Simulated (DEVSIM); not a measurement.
System: Ni/Si3N4/p-Ge capacitor, at 300 K.

```csv
layer (left to right),material,thickness (nm),Na (cm⁻³)
1,Si3N4,3.10,-
2,Ge,8700,4.7e15
```

Metal gate on the left, work function 5.1 eV. Fixed charge at the semiconductor interface 0 cm⁻² (in units of +e); no interface traps.

The device is made up for the run: typed textbook-type constants, with dimensions and the other settings drawn at random. Values at 300 K.

| parameter | Si3N4 | Ge |
|---|---|---|
| gap (eV) | 5.1 | 0.664 |
| affinity (eV) | 2.1 | 4 |
| permittivity | 7.5 | 16 |
| Nc (cm⁻³) | - | 1.04e19 |
| Nv (cm⁻³) | - | 6e18 |

Simulated with DEVSIM: 1D Poisson equation in equilibrium, Boltzmann statistics, complete ionisation; no quantum confinement or tunnelling. Metal contacts follow the ideal Schottky-Mott rule: no Fermi-level pinning, no interface dipoles.

The substrate doping was swept, all else fixed.

| substrate doping (cm^-3) | flat-band voltage (V) | minimum of the low-frequency capacitance (μF/cm²) | threshold voltage (band bending 2φF) (V) |
|---|---|---|---|
| 2.4e14 | 0.70 | 0.0241 | 0.83 |
| 4.7e14 | 0.68 | 0.0273 | 0.84 |
| 9.4e14 | 0.66 | 0.0331 | 0.86 |
| 2.4e15 | 0.64 | ___ | ___ |
| 4.7e15 | 0.62 | 0.0557 | 0.91 |
| 9.4e15 | 0.60 | 0.0719 | 0.94 |

**Question.** Fill in the missing entries.

**Answer.** 
- 2.4e15, minimum of the low-frequency capacitance (μF/cm²): 0.0457
- 2.4e15, threshold voltage (band bending 2φF) (V): 0.89
